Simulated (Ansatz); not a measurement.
The parent structure is HfS$_{2}$ in the CdI2 type structure (space group P-3m1, No. 164; a = 3.6057 Å, c = 5.7676 Å; layered, stacked along the Cartesian z axis). Axes: x lies along a and z along c of the hexagonal cell.

The values are results of Ansatz (a program for electronic structure), PBE-D3(BJ), PAW, cutoff 420 eV, no SOC, not measurements.

The change: the cell is stretched by 2.00 % along z with no lateral relaxation, atoms relaxed at fixed cell.

### Question
What happens to the energy relative to the base?

### Answer
The energy grows by 1.0 meV/atom.

### Question
Estimate the effect on the stress.

### Answer
The stress (xx, yy, zz, yz, xz, xy; compression positive) amounts to (-0.12, -0.12, -0.73, 0.00, 0.00, 0.00) GPa.

### Question
Estimate the effect on the largest internal atomic displacement.

### Answer
The largest internal atomic displacement is 0.026 Å.

The cells carry an imposed strain or load. Stability against distortions was not tested.
